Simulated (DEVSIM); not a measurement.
**abrupt GaAs n-p junction**

System: abrupt GaAs n-p junction, at 300 K.

```
layer (left to right)  material  thickness (μm)  Nd (cm⁻³)  Na (cm⁻³)  τn (s)  τp (s)
---------------------  --------  --------------  ---------  ---------  ------  ------
1                          GaAs            67.0     9.6e16          -  2.6e-8  2.6e-8
2                          GaAs           0.890          -     1.7e14  2.6e-8  2.6e-8
```

Left contact: ohmic. Right contact: ohmic. Voltage is applied to the left contact. Recombination: SRH at mid-gap, radiative. Mobility is constant in doping.

The device is made up for the run: typed textbook-type constants, with dimensions and the other settings drawn at random. Values at 300 K.

```csv
parameter,GaAs
gap (eV),1.424
affinity (eV),4.07
permittivity,12.9
Nc (cm⁻³),4.7e17
Nv (cm⁻³),9e18
μn (cm²/Vs),8500
μp (cm²/Vs),400
B (cm³/s),2e-10
```

Model (solved in DEVSIM): 1D drift-diffusion, Boltzmann statistics, complete ionisation; no tunnelling, impact ionisation, image-force lowering or self-heating.

| Item | Result |
|---|---|
| Potential step across the device at zero bias | 1.102 V |
| Largest field in the device at zero bias | 19000 V/cm |
| Dark forward voltage at 1 A/cm² | 0.779 V |
| Dark forward voltage at 100 A/cm² | 0.941 V |

Dark reverse current:

```
V (V)  J (A/cm²)
-----  ---------
0.04     3.7e-11
0.10     7.2e-11
0.20     1.2e-10
0.30     1.5e-10
0.40     1.9e-10
0.60     2.4e-10
0.80     2.8e-10
1.00     3.1e-10
1.30     3.5e-10
1.60     3.8e-10
2.00     4.2e-10
```

Dark forward current:

(V (V), J (A/cm²)): (-0.05, -9.4e-11); (-0.10, -3.5e-10); (-0.15, -1.1e-9); (-0.20, -3.6e-9); (-0.25, -1.3e-8); (-0.30, -5.6e-8); (-0.35, -2.8e-7); (-0.40, -1.5e-6); (-0.45, -9.1e-6); (-0.50, -5.5e-5); (-0.55, -0.00033); (-0.60, -0.0020); (-0.65, -0.012); (-0.70, -0.069); (-0.75, -0.38); (-0.80, -2.0); (-0.85, -9.6); (-0.90, -39); (-0.95, -120); (-1.00, -310); (-1.05, -640); (-1.10, -1100); (-1.15, -1700); (-1.20, -2300)
